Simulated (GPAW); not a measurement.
# Converging the k-point mesh at a smearing width of 0.3 eV: W (Im-3m, 1 atom in the cell)

```xyz
1
Lattice="-1.5721 1.5721 1.5721 1.5721 -1.5721 1.5721 1.5721 1.5721 -1.5721" Properties=species:S:1:pos:R:3 pbc="T T T"
W      0.0000     0.0000     0.0000
```

Method of the run: PBE, GPAW PAW datasets PBE (gpaw-data 1.0.1) (plane waves; GPAW).

Base settings: mode = pw; ecut = 600 eV; xc = PBE; kpts = 13 13 13; mesh shift (steps) = 0 0 0; occupations.name = fermi-dirac; occupations.width = 0.1 eV; nbands = -5; symmetry.symmorphic = false; symmetry.tolerance = 0.0005.

In this ladder: occupations.width = 0.3 eV.

Only quantities that move along the ladder and can be compared are tabulated.

The count of work is k-points × plane waves × bands × iterations; it is no time. 

The starting cell has typed, rounded lattice constants, without a prior relaxation at this level. Its lattice was rescaled by up to half a per cent. Spin polarisation is off. In the base run, with a pressure of about 12 GPa the cell is away from its equilibrium volume at this level.

| kpts | free energy less the last step's (meV/atom) | pressure (GPa) | count of work / last |
|---|---|---|---|
| 5 5 5 | -36.24 | 11.53 | 0.011 |
| 6 6 6 | -52.26 | 10.77 | 0.014 |
| 8 8 8 | 9.11 | 12.84 | 0.025 |
| 9 9 9 | -13.60 | 11.92 | 0.027 |
| 11 11 11 | 6.68 | 12.67 | 0.044 |
| 13 13 13 | -2.83 | 12.29 | 0.074 |
| 16 16 16 | -0.88 | 12.36 | 0.13 |
| 19 19 19 | -0.03 | 12.40 | 0.19 |
| 24 24 24 | -0.04 | 12.40 | 0.36 |
| 29 29 29 | 0.02 | 12.40 | 0.59 |
| 35 35 35 | 0.00 | 12.40 | 1.0 |

Coarsest kpts that holds the free energy within 2 meV/atom of the last step, with all finer ones: 16 16 16, at 0.13 of the last step's count of work; the step before is off by 2.8 meV/atom.

Coarsest kpts that holds the pressure within 0.1 GPa of the last step, with all finer ones: 16 16 16, at 0.13 of the last step's count of work; the step before is off by 0.11 GPa.
